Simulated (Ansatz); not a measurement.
The starting structures come from a database of crystals and need not be the phases stable at ambient conditions.

# Evanescent states of SrWO$_{4}$ (I4_1/a, not sure to be the ambient phase, 12 atoms a cell, 14.7 Å³ an atom, -2 GPa at this level) along the normal of (110)

All values below come from r2SCAN (plane waves, PAW; Ansatz, a first-principles code).

The gap is the functional's own, uncorrected, and κ follows it; spin-orbit coupling is left out. Mid-gap values are interpolated between the computed energies.

Energies count from the valence-band top; κ is the least over a 6×6 mesh across the current.

```
E (eV)  κ (1/Å)  where
------  -------  -----
0.12      0.187      Γ
0.34      0.309      Γ
0.57      0.381      Γ
0.81      0.430      Γ
1.03      0.466      Γ
1.26          ?      Γ
1.50          ?  off Γ
1.73          ?  off Γ
1.96          ?  off Γ
2.19          ?  off Γ
2.42          ?  off Γ
2.65          ?  off Γ
2.88          ?  off Γ
3.10          ?  off Γ
3.33          ?  off Γ
3.56          ?  off Γ
3.79      0.435  off Γ
4.03      0.408  off Γ
4.25      0.373  off Γ
4.49      0.326  off Γ
4.71      0.254  off Γ
```

Problem. Fill in the missing entries.

Solution. 
- 1.26, κ (1/Å): 0.493
- 1.50, κ (1/Å): 0.508
- 1.73, κ (1/Å): 0.514
- 1.96, κ (1/Å): 0.516
- 2.19, κ (1/Å): 0.516
- 2.42, κ (1/Å): 0.513
- 2.65, κ (1/Å): 0.507
- 2.88, κ (1/Å): 0.499
- 3.10, κ (1/Å): 0.488
- 3.33, κ (1/Å): 0.474
- 3.56, κ (1/Å): 0.457
